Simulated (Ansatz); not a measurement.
Results of HSE06 in Ansatz (PAW) for AlCl₃ (C2/m, No. 12).

Run with plane-wave cutoff 460 eV, 6×6×4 k mesh (along the axes of the cell as run), Fermi–Dirac smearing 0.01 eV, scalar-relativistic PAW data made under PBE.

Cell (measured lattice):

```
CELL_PARAMETERS angstrom
      5.11700     2.95700     0.00000
      5.11700    -2.95700     0.00000
      0.00000    -1.92533    -5.83875
ATOMIC_POSITIONS crystal
  Al 0.83380 0.83380 0.00000
  Al 0.16620 0.16620 0.00000
  Cl 0.78530 0.21470 0.77370
  Cl 0.21470 0.78530 0.22630
  Cl 0.42689 0.93049 0.77520
  Cl 0.93049 0.42689 0.22480
  Cl 0.57311 0.06951 0.22480
  Cl 0.06951 0.57311 0.77520
```

**Question.** Estimate the band gap, smallest direct gap on the k points sampled and direct gap at Γ that the calculation returns.

**Answer.** 
band gap: 6.69 eV (on the SCF k mesh) (indirect)
smallest direct gap on the k points sampled: 6.77 eV
direct gap at Γ: 7.12 eV

Note: cell and atoms aren't relaxed at this level (pressure 1.4 GPa).

Computed values are for the static lattice.

Cost on a shared machine: around 12 core-minutes (rough).

Ansatz is an electronic-structure program.
